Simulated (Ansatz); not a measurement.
Results of LDA in Ansatz (plane waves, PAW) for CdSiN₂ (model structure, started from the AgBiO2 type, R-3m, No. 166, 4 atoms in the cell).

Numerical settings: plane-wave cutoff 520 eV, 18×18×18 k mesh, Fermi–Dirac smearing 0.05 eV, scalar-relativistic PAW data made under PBE.

Cell (relaxed at this level):

```yaml
crystal:
  lattice:
    - [1.43868, 0.83062, 5.91347]
    - [-1.43868, 0.83062, 5.91347]
    - [0.00000, -1.66124, 5.91347]
  atoms:
    - { symbol: Cd, position: [0.50000, 0.50000, 0.50000] }
    - { symbol: Si, position: [0.00000, 0.00000, 0.00000] }
    - { symbol: N, position: [0.61421, 0.61421, 0.61421] }
    - { symbol: N, position: [0.38579, 0.38579, 0.38579] }
```

Problem. Give the computed bulk modulus.

Solution. 
bulk modulus: 201 GPa

The run finds no gap.

Note: the bulk modulus is −V dP/dV from two relaxed cells at ±2 % in volume; the relaxation could raise the start's symmetry but not lower it, so the cell can be a saddle point.

A model structure was made by putting elements into a prototype or built by hand; it is no filed structure, need not be a known phase, and can be a saddle point held by its symmetry.

Ansatz is a first-principles code.
